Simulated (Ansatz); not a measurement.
A relaxation of cell and atoms of In (I4/mmm, 1 atom in the cell) with Ansatz (an electronic-structure program).

Computed with PBE, PAW files (plane waves; Ansatz).

The change in words: atoms on their sites; basis.ecutwfc: 420 eV → 505 eV; relax: default → cell and atoms. Reference geometry:
```
In
1.0
   -1.62987     1.62987     2.48243
    1.62987    -1.62987     2.48243
    1.62987     1.62987    -2.48243
In
1
Direct
  0.00000   0.00000   0.00000
```

Reference input (self-consistent single point, DFT, PBE, plane waves, PAW files): basis.ecutwfc = 420 eV; kpoints.mp_grid.grid = 14 14 14; hamiltonian.xc = pbe; hamiltonian.pseudopotentials = {kind: paw} (the program's default PAW files); scf.occupations.method = fermi_dirac; scf.occupations.width = 0.1 eV. This run's input differs from it in these lines:

Ansatz 0.2 input:
```diff
@@ -8,3 +8,3 @@
 basis:
-  ecutwfc: 420.0 eV
+  ecutwfc: 505.0 eV
 kpoints:
@@ -16,2 +16,4 @@
   occupations: { method: fermi_dirac, width: 0.1 eV }
+relax:
+  cell: {}
 output:
```

The program printed (abridged):

```
   [... SCF lines of the steps left out ...]
relax step   1: F+E_penalty+E_count = -5597.91769052 eV  Δ(F+E_penalty+E_count) = +0.000e0 eV  max|allowed force component| = 0.000e0 eV/Å  Δτ_max = 0.0000 Å  P = +1.604 GPa  Ω = 26.378 Å³  (6 SCF iters, dr2 threshold 1.00e-7 eV, accepted)
relax step   2: F+E_penalty+E_count = -5597.92280302 eV  Δ(F+E_penalty+E_count) = -5.112e-3 eV  max|allowed force component| = 0.000e0 eV/Å  Δτ_max = 0.0000 Å  P = +0.205 GPa  Ω = 27.310 Å³  energy of the carried Pulay correction = -6.405e-6 eV  (4 [...]
relax step   3: F+E_penalty+E_count = -5597.92290048 eV  Δ(F+E_penalty+E_count) = -9.746e-5 eV  max|allowed force component| = 0.000e0 eV/Å  Δτ_max = 0.0000 Å  P = +0.017 GPa  Ω = 27.452 Å³  energy of the carried Pulay correction = -7.360e-6 eV  (3 [...]
relax step   4: F+E_penalty+E_count = -5597.92291325 eV  Δ(F+E_penalty+E_count) = -1.277e-5 eV  max|allowed force component| = 0.000e0 eV/Å  Δτ_max = 0.0000 Å  P = +0.019 GPa  Ω = 27.452 Å³  stress off target by 2.80e-2 GPa  SCF on the basis [...]
basis re-selected at this cell: Δ(F+E_penalty+E_count) = -1.277e-5 eV, ΔP = +0.002 GPa vs the last step
Stability not checked: this state was not tested for a lower state beside it, because too few of the mixer's solves of this state at the end of the SCF gave a …
Free energy (F): -5597.922913 eV
Internal energy: -5597.908483 eV  (E = F + TS)
E sigma→0 (E₀):  -5597.915698 eV
Entropy (-TS):   -0.014430 eV (-14.430 meV/atom)
Fermi energy:    9.688996 eV
--- Forces (eV/Å), atoms counted from 1 ---
  atom   1  In     0.00000000     0.00000000    -0.00000000
   [... lines left out ...]
to start a new deck from the relaxed geometry:
  cell:  # Å, volume = 27.4524 Å³
    - [-1.6518231405262105, 1.6518231405262105, 2.5153191762283487]
    - [1.6518231405262105, -1.6518231405262105, 2.5153191762283487]
    - [1.6518231405262105, 1.6518231405262105, -2.5153191762283487]
  atoms:
    - { symbol: In, position: [0.0, 0.0, 0.0] }
```

The run converged. 

Summary of the result:
```
Quantity                                                                                                                 Result
-----------------------------------------------  ------------------------------------------------------------------------------
Free energy E − TS (on the zero of these files)                                                                   -5597.9229 eV
Fermi level (on the code's own zero)                                                                                    9.69 eV
Pressure                                                                                                               0.02 GPa
Final cell                                       a = 3.4328 Å, b = 3.4328 Å, c = 3.4328 Å, α = 122.47°, β = 122.47°, γ = 85.77°
Final volume per atom                                                                                                  27.45 Å³
Relaxation steps                                                                                                              4
```

The starting cell has typed, rounded lattice constants, without a prior relaxation at this level. Its lattice was rescaled by up to half a per cent. The relaxation keeps the symmetry of its start, so its end need not be a minimum. Ansatz's pressure includes its estimate of the finite-basis (Pulay) stress.
